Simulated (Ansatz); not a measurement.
**Competing hops of interstitial B in 3C silicon carbide, charge state +1**

Defect: interstitial B in 3C silicon carbide, charge state +1. These are PBE, PAW (plane waves to 420 eV; Ansatz, an electronic-structure program) values and carry that method's errors.

Cell of 64 host sites held at the relaxed PBE lattice; a 2×2×2 k-point mesh shifted by half a step; Fermi-Dirac width 0.01 eV, spin-restricted; finite-size errors left in. Static, classical nuclei. The charge state is imposed; whether it is stable for some Fermi level was not computed. Sites that were not tried may lie lower.

Barriers: single points on a 3×3×3 k-point mesh shifted by half a step at the bands' geometries.

| Route | Start site over the lowest site run (eV) | Hop (Å) | Forward barrier (eV) | Backward barrier (eV) | Neighbours at the start | Neighbours at the saddle | Saddle order | Forward, on the band's own sampling (eV) |
|---|---|---|---|---|---|---|---|---|
| several atoms move together, B the farthest | 0.00 | 1.27 | 1.01 | 0.48 | 3 C at 1.70; 3 Si at 2.00 Å | C at 1.45; 2 Si at 1.91 Å | not checked, on a symmetry element | 1.02 |

Paths come from nudged elastic bands with a climbing image.  A band can be held on a symmetry element, so unchecked saddle points there may be too high. A further band (one B atom jumps by itself, 2.70 Å) gave 1.02 eV forward on its own sampling, 1.02 eV above the lowest site run, but a shoulder points to a second hump between its images, so it is not taken as a result. A further band (one B atom jumps by itself, 1.78 Å) gave 1.02 eV forward on its own sampling, 1.02 eV above the lowest site run, but a shoulder points to a second hump between its images, so it is not taken as a result. A further band (one B atom jumps by itself, 1.32 Å) gave 0.84 eV forward on its own sampling, 0.84 eV above the lowest site run, but at one of its points the charge lies in the host's bands or the defect's levels are part-filled, so it is not taken as a result.
